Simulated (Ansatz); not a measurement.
Bi (model structure, started from the diamond type, Fd-3m, No. 227, 2 atoms in the cell) was calculated with PBEsol (PAW; Ansatz, a quantum-chemistry and plane-wave program).

Numerical settings: plane-wave cutoff 520 eV, 14×14×14 k mesh, Fermi–Dirac smearing 0.05 eV, scalar-relativistic PAW data made under PBE.

Cell (relaxed at this level):

```yaml
crystal:
  lattice:
    - [0.00000, 3.58238, 3.58238]
    - [3.58238, 0.00000, 3.58238]
    - [3.58238, 3.58238, 0.00000]
  atoms:
    - { symbol: Bi, position: [0.25000, 0.25000, 0.25000] }
    - { symbol: Bi, position: [0.00000, 0.00000, 0.00000] }
```

### Question
Give the computed bulk modulus.

### Answer

- bulk modulus = 32.6 GPa

The run finds no gap.

Note: the bulk modulus is −V dP/dV from two relaxed cells at ±2 % in volume; the relaxation could raise the start's symmetry but not lower it, so the cell can be a saddle point.

Spin–orbit coupling is not included; it can shift volumes and moduli of such heavy elements.

The computed numbers hold no vibrational or temperature effects.

A model structure was made by putting elements into a prototype or built by hand; it is no filed structure, need not be a known phase, and can be a saddle point held by its symmetry.
